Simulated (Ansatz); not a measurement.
GaAs under a change: pressure 9 GPa

Start from GaAs in the zinc blende structure (space group F-43m, No. 216; a = 5.603 Å).

Perturbation: cell and atoms relaxed at a pressure of 9 GPa.

Calculations: LDA, PAW, 420 eV (Ansatz, an electronic-structure program; no spin-orbit coupling). k-mesh 10×10×10 (Γ-centred); smearing 0.05 eV (Fermi–Dirac).

```csv
quantity,base,changed,shift
density,5.46 g/cm³,6.02 g/cm³,+0.56 g/cm³
lattice parameter a,10.588 bohr,10.251 bohr,-0.3363 bohr
shortest interatomic distance,4.585 bohr,4.439 bohr,-0.146 bohr
enthalpy H = E + PV relative to the base's energy,–,+1.17 eV/atom,–
band gap,0.49 eV,1.09 eV,+0.60 eV
gap character,direct at Γ,"indirect, Γ → Γ–X (87 % along)",–
smallest direct gap,0.49 eV,1.25 eV,+0.76 eV
width of the top valence band,3.49 eV,3.99 eV,+0.50 eV
electron mass,0.029 mₑ (at Γ),"1.4 mₑ along k, 0.20 mₑ across (off the special points)",–
"hole mass (degenerate bands, along [100])","0.028, 0.33, 0.33 mₑ (at Γ)","0.064, 0.29, 0.29 mₑ (at Γ)",–
"valley order (the lowest conduction-band minima on the path, energy above the VBM, named in the base's zone)","Γ 0.49 eV; L along ⟨111⟩ 0.92 eV; a point along ⟨100⟩, about 1.0 Å⁻¹ from Γ 1.26 eV","a point along ⟨100⟩, about 1.0 Å⁻¹ from Γ 1.09 eV; L along ⟨111⟩ 1.21 eV; Γ 1.25 eV",–
```

Cost of the whole job for the changed cell (relaxation, final SCF and bands): about 21 core-seconds (a rough figure).

Load acts through the strain it causes; cell and atoms are relaxed under it. Effective masses come from finite differences of ±0.01 Å⁻¹. Along k means along the line from Γ to the band edge. Whether these cells are dynamically stable was not tested. Tetrahedral semiconductors of this kind turn to denser phases somewhere between about 1 and 50 GPa; those were not computed, so compressed cells here can lie past the real transition.
